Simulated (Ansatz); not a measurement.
The reference is MgSe in the rock salt structure (space group Fm-3m, No. 225).

```
MgSe
1.0
    0.00000     2.69565     2.69565
    2.69565     0.00000     2.69565
    2.69565     2.69565     0.00000
Mg Se
1 1
Direct
  0.00000   0.00000   0.00000
  0.50000   0.50000   0.50000
```

Cartesian axes are those of the cell as printed.

Calculations: LDA (Ansatz, a quantum-chemistry and plane-wave program), scalar-relativistic without spin-orbit coupling.

Strains are applied to the cell and any free atomic positions relax; under biaxial strain the out-of-plane vector relaxes too.

One change was made to it. Results:

```tsv
quantity	base	after
volume per atom	19.59 Å³	20.16 Å³
valence-band top at Γ (three highest levels, from the VBM)	0.00, 0.00, 0.00 eV	0.00, -0.31, -0.31 eV
energy relative to the base (free energy F)	0 meV/atom	+7.4 meV/atom
```

Problem. Which of these changes matches the shifts?
(A) biaxial strain −0.83 %, plane normal [111], relaxed out of plane
(B) biaxial strain +1.25 %, plane normal [111], relaxed out of plane
(C) biaxial strain −2.08 %, plane normal [111], relaxed out of plane
(D) biaxial strain +2.50 %, plane normal [111], relaxed out of plane
(E) biaxial strain +2.08 %, plane normal [111], relaxed out of plane

Solution. E, biaxial strain +2.08 %, plane normal [111], relaxed out of plane. For comparison, the valence-band top at Γ in the other runs: biaxial strain −2.08 %, plane normal [111], relaxed out of plane gives 0.00, 0.00, -0.36 eV; biaxial strain +2.50 %, plane normal [111], relaxed out of plane gives 0.00, -0.36, -0.36 eV; biaxial strain +1.25 %, plane normal [111], relaxed out of plane gives 0.00, -0.19, -0.19 eV; biaxial strain −0.83 %, plane normal [111], relaxed out of plane gives 0.00, 0.00, -0.14 eV.

The levels and masses belong to the bands next to the band gap. Stability against distortions was not tested.
